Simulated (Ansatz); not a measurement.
Here is the system:

```
MoP
1.0
    3.19568     0.00000     0.00000
   -1.59784     2.76754     0.00000
    0.00000     0.00000     3.16097
Mo P
1 1
Direct
  0.00000   0.00000   0.00000
  0.66667   0.33333   0.50000
```

No spin polarisation.

Level of theory: PBEsol in Ansatz (plane waves to 420 eV, PAW, no spin-orbit coupling). k-mesh 21×21×18 (Γ-centred); smearing 0.1 eV (Fermi–Dirac).

Task: Predict the space group, band gap and pressure.

Result: 
- Space group = P-6m2 (No. 187)
- Band gap = zero
- Pressure (mean of the normal stresses, compression positive) = 2.8 GPa

The cells carry an imposed strain or load. Whether these cells are dynamically stable was not tested. All final runs are without spin polarisation. The cell was made from MoP (space group P-6m2, No. 187) by this change: isotropic strain −0.37 %.

Ansatz is a quantum-chemistry and plane-wave program.
